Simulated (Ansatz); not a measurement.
Ansatz (a quantum-chemistry and plane-wave program) run on Os₂LuSi₂ (I4/mmm, 5 atoms in the cell): self-consistent single point.

Level of theory: r2SCAN, default PAW files made with PBE (plane waves; Ansatz).

```
CELL_PARAMETERS angstrom
     -2.05985     2.05985     4.78670
      2.05985    -2.05985     4.78670
      2.05985     2.05985    -4.78670
ATOMIC_POSITIONS crystal
  Os 0.75000 0.25000 0.50000
  Os 0.25000 0.75000 0.50000
  Lu 0.00000 0.00000 0.00000
  Si 0.37500 0.37500 0.00000
  Si 0.62500 0.62500 0.00000
```

Reference input (self-consistent single point, DFT, r2SCAN, plane waves, default PAW files made with PBE): basis.ecutwfc = 500 eV; kpoints.mp_grid.grid = 8 8 8; hamiltonian.xc = r2scan; hamiltonian.pseudopotentials = {kind: paw} (the program's default PAW files); scf.occupations.method = cold; scf.occupations.width = 0.1 eV. This run's input differs from it in these lines:

Ansatz 0.2 input:
```diff
@@ -20,3 +20,3 @@
 scf:
-  occupations: { method: cold, width: 0.1 }
+  occupations: { method: cold, width: 0.01 }
 output:
```

Log, with long lists cut:

```
SCF iter   1: F=—  HF=-38820.789639 eV  |F-HF|=—  |Δ(HF+E_count)|=         —  Δρ=1.46e-2  dr2=3.08e-1  dr2_τ=1.35e-1  ethr=1.77e-3  ⟨swp⟩=7.2  Hψ=10750  notcnv=0
all-band conjugate gradients solve this SCF's bands
preconditioner: auto → Kerker (q_TF=auto, 2.629 Å⁻¹)
SCF iter   2: F=—  HF=-38820.800394 eV  |F-HF|=—  |Δ(HF+E_count)|=   1.08e-2  S|Δr|=    0.00e0  Δρ=5.70e-3  dr2=3.13e-2  dr2_τ=1.27e-2  ethr=4.74e-4  ⟨swp⟩=3.6  Hψ=5162  notcnv=0  defer=110
   [... lines left out ...]
SCF iter   8: F=—  HF=-38820.795708 eV  |F-HF|=—  |Δ(HF+E_count)|=   6.42e-7  S|Δr|=    0.00e0  Δρ=1.04e-5  dr2=9.72e-8  dr2_τ=5.75e-9  ethr=1.54e-10  ⟨swp⟩=12.8  Hψ=14813  notcnv=0
SCF iter   9: F=-38820.795708 eV  HF=-38820.795708 eV  |F-HF|=1.22e-9  |Δ(HF+E_count)|=   9.30e-8  S|Δr|=    0.00e0  Δρ=2.57e-6  dr2=4.63e-9  dr2_τ=3.59e-10  ethr=1.50e-10  ⟨swp⟩=6.5  Hψ=10495  notcnv=0
the last iteration of the SCF fills more bands at one k-point than at another …
SCF 1 converged in 9 iterations: F = -38820.795708 eV  dr2 = 4.63e-9
Stability not checked (fill_not_monotonic)
Free energy (F): -38820.795708 eV
Internal energy: -38820.795721 eV  (E = F + TS)
E sigma→0 (E₀):  -38820.795712 eV
Entropy (-TS):   0.000012 eV (0.002 meV/atom)
Fermi energy:    17.110566 eV
--- Forces (eV/Å), atoms counted from 1 ---
  atom   1  Os     0.00000000     0.00000000     0.00000000
  atom   2  Os    -0.00000000     0.00000000     0.00000000
  atom   3  Lu    -0.00000000     0.00000000     0.00000000
  atom   4  Si    -0.00000000    -0.00000000    -0.39796950
  atom   5  Si    -0.00000000     0.00000000     0.39796950
--- Stress (GPa, compression-positive) ---
        0.184756      -0.000000       0.000000
       -0.000000       0.184756      -0.000000
        0.000000       0.000000      -1.428450
  P = ⅓ Tr σ = -0.3530 GPa (-3.530 kbar)
  The stress holds the Pulay correction. Without it, at fixed plane waves, as pw.x and ABINIT print it: P = -0.4111 GPa
```

The run converged in 9 iterations. Against the reference run the free energy stays essentially unchanged (within 1 meV/atom), the pressure hardly changes (-0.37 to -0.35 GPa) and the largest force goes from 0.382 to 0.398 eV/Å.

The starting cell comes from a database of published, mostly measured structures (it also holds non-ambient and calculated ones), without a prior relaxation at this level. Spin polarisation is off. Ansatz's pressure includes its estimate of the finite-basis (Pulay) stress.

Cost on one core of a shared machine: roughly 30 s.
